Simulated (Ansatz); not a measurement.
The reference is Au in the fcc (Cu type) structure (space group Fm-3m, No. 225; a = 4.157 Å).

Method: PBE in Ansatz (plane waves to 420 eV, PAW, no spin-orbit coupling), earlier PAW set.

Base values:

Lattice parameter a: 4.157 Å

Now apply this change: full substitution Au → Pt; the structure is relaxed again.

Question: Predict the new lattice parameter a.

Answer: The lattice parameter a decreases by 0.187 Å, from 4.157 Å to 3.970 Å.

Stability against distortions was not tested. The final runs are not spin-polarised.

Ansatz is a quantum-chemistry and plane-wave program.
